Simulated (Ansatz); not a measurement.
Base system: K2S in the anti-fluorite structure (space group Fm-3m, No. 225; a = 7.4620 Å).

Level of theory: PBE in Ansatz (plane waves to 420 eV, PAW, spin-orbit coupling left out).

Base values:

The band gap is 2.32 eV. The gap character is indirect, X → Γ.

It is then changed as follows: a hydrostatic pressure of 1.5 GPa.

Question: Estimate the effect on the band gap.

Answer: The band gap goes up by 0.18 eV (2.32 eV → 2.50 eV).

Question: What does the calculation give for the gap character after the change?

Answer: The gap character is still indirect, X → Γ.

Load acts through the strain it causes; cell and atoms are relaxed under it. Whether these cells are dynamically stable was not tested.

Ansatz is an electronic-structure program.
